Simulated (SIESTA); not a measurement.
Worked example: self-consistent single point of Fe3Ge (P1, 4 atoms in the cell) in SIESTA.

Method: GGA PBEsol, numerical atomic orbitals DZP, PseudoDojo PBEsol standard norm-conserving potentials (rewritten from UPF to PSML) (SIESTA 5.4.2).

The change in words: atoms moved at random. Reference geometry:
```
CELL_PARAMETERS angstrom
      0.00000     2.81347     2.81347
      2.81347     0.00000     2.81347
      2.81347     2.81347     0.00000
ATOMIC_POSITIONS crystal
  Fe 0.50000 0.50000 0.50000
  Fe 0.25000 0.25000 0.25000
  Fe 0.75000 0.75000 0.75000
  Ge 0.00000 0.00000 0.00000
```
Moments meant for the start (each program seeds them in its own way; μB, in the order of the atoms Fe Fe Fe Ge): 4.0 4.0 4.0 0.0.

Reference input (self-consistent single point, DFT, GGA PBEsol, numerical atomic orbitals DZP, PseudoDojo PBEsol standard norm-conserving potentials (rewritten from UPF to PSML)): XC.functional = GGA; XC.authors = PBEsol; potentials = PseudoDojo PBEsol standard; PAO.BasisSize = DZP; PAO.EnergyShift = 0.01 Ry; MeshCutoff = 400 Ry; kgrid.MonkhorstPack = 9 9 9; OccupationFunction = FD; ElectronicTemperature = 0.136 eV; Spin = polarized; DM.InitSpin = [1 +4.00, 2 +4.00, 3 +4.00, 4 +0.00]; MaxSCFIterations = 150. This run's input differs from it in these lines:

```diff
@@ -18,6 +18,6 @@
 %block AtomicCoordinatesAndAtomicSpecies
-     0.500000000    0.500000000    0.500000000  1
-     0.250000000    0.250000000    0.250000000  1
-     0.750000000    0.750000000    0.750000000  1
-     0.000000000    0.000000000    0.000000000  2
+     0.498597000    0.502835000    0.510300000  1
+     0.265556000    0.240368000    0.240120000  1
+     0.749899000    0.744549000    0.749312000  1
+    -0.014051000    0.012247000    0.000268000  2
 %endblock AtomicCoordinatesAndAtomicSpecies
```

Output, abridged:

```
        iscf     Eharris(eV)        E_KS(eV)     FreeEng(eV)     dDmax    Ef(eV) dHmax(eV)
   scf:    1   -12591.870943   -12636.516046   -12636.686715  0.574149 -2.134671 12.211249
     spin moment: {S} , |S| = {        0.0        0.0    7.70231 }     7.70231
   scf:    2   -12645.503009   -12641.371598   -12641.544673  0.155438 -2.754001  8.351841
     spin moment: {S} , |S| = {        0.0        0.0    7.61095 }     7.61095
   scf:    3   -12646.465582   -12645.202875   -12645.383062  0.244407 -3.970466  2.881242
     spin moment: {S} , |S| = {        0.0        0.0    7.28713 }     7.28713
   [... lines left out ...]
     spin moment: {S} , |S| = {        0.0        0.0    5.35609 }     5.35609
   scf:   24   -12645.668811   -12645.668764   -12645.871333  0.000213 -4.351803  0.000847
     spin moment: {S} , |S| = {        0.0        0.0    5.35873 }     5.35873
   scf:   25   -12645.668817   -12645.668790   -12645.871334  0.000227 -4.351648  0.000811
     spin moment: {S} , |S| = {        0.0        0.0    5.36125 }     5.36125
   scf:   26   -12645.668796   -12645.668793   -12645.871334  0.000008 -4.351635  0.000745
     spin moment: {S} , |S| = {        0.0        0.0    5.36128 }     5.36128
SCF Convergence by DM+H criterion
max |DM_out - DM_in|         :     0.0000080233
max |H_out - H_in|      (eV) :     0.0007452443
SCF cycle converged after 26 iterations

Using DM_out to compute the final energy and forces

siesta: E_KS(eV) =           -12645.6688

siesta: E_KS - E_eggbox =    -12645.6688

siesta: Atomic forces (eV/Ang):
     1   -0.543452   -0.251406   -0.050051
     2    0.969797   -0.353136   -0.360534
     3    0.451926   -0.084030    0.279401
     4   -0.881200    0.699849    0.148786
   Tot   -0.002929    0.011278    0.017602
   Max    0.969797
   Res    0.511049    sqrt( Sum f_i^2 / 3N )
   Max    0.969797    constrained

Stress tensor Voigt[x,y,z,yz,xz,xy] (kbar):      -26.86      -33.12      -33.98       -3.98        1.76        6.15
(Free)E + p*V (eV/cell)   -12645.0007
   [... lines left out ...]
siesta: FreeEng =    -12645.871334
siesta: Cell volume =         44.540777 Ang**3
siesta:          31.31831969         25.34981590  kBar
   [... lines left out ...]

              0.133   0.188

mulliken: Qtot =       28.319

Mulliken Atomic Populations:
Atom #   charge [q] valence [e]      Sz [e]  Species
     1     0.335158   15.664842    2.651771  Fe
     2     0.596493   15.403507    1.503034  Fe
     3     0.601686   15.398314    1.516476  Fe
     4    -1.533338   15.533338   -0.310001  Ge
 Total     0.000000                5.361280
```

The run converged in 26 iterations. Against the reference run the free energy rises by 20.1 meV/atom, the pressure goes from 2.15 to 3.13 GPa, the largest force goes from 0.000 to 1.135 eV/Å and the size of the net moment moves little (1.35 to 1.34 μB/atom).

The starting cell comes from a database of computed structures (which also holds hypothetical and non-ambient phases and stackings), without a prior relaxation at this level. Its lattice was rescaled by a random factor within 2.5 % of one. For this run, on top of that: atoms moved at random. The magnetic order is the one reached from the typed start; others were not searched systematically. Values carry the incompleteness of an atom-centred basis. With a pressure of about 3 GPa the cell is away from its equilibrium volume at this level. Forces in this geometry exceed 1 eV/Å.

Cost on one core of a shared machine: roughly 4 min.
